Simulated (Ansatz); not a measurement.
The parent structure is ZnO in the wurtzite structure (space group P6_3mc, No. 186; a = 3.230 Å, c = 5.215 Å). Axes: x lies along a and z along c of the hexagonal cell.

The values are results of Ansatz (a quantum-chemistry and plane-wave program) PBEsol, no SOC, not measurements.

For the base:

| Quantity | Value |
|---|---|
| Valence-band top at Γ | 0.00, 0.00, -0.10 eV |
| Electron mass | 0.13 mₑ (at Γ) |

It is then changed as follows: uniaxial stress, 8 GPa compression along x; all other stress components relax to zero.

### Question
How does this affect the valence-band top at Γ, energy relative to the base and electron mass?

### Answer
The valence-band top at Γ (three highest levels, from the VBM) goes from 0.00, 0.00, -0.10 eV to 0.00, -0.22, -0.25 eV; the energy grows by 19 meV/atom; the electron mass becomes 0.12 mₑ along x, 0.14 mₑ along y, 0.13 mₑ along z (at Γ) (base: 0.13 mₑ (at Γ)).

The levels and masses belong to the bands next to the band gap. Load acts through the strain it causes; cell and atoms are relaxed under it. Masses are band curvatures over ±0.01 Å⁻¹ around the edge. Stability under load was not tested beyond the relaxation.
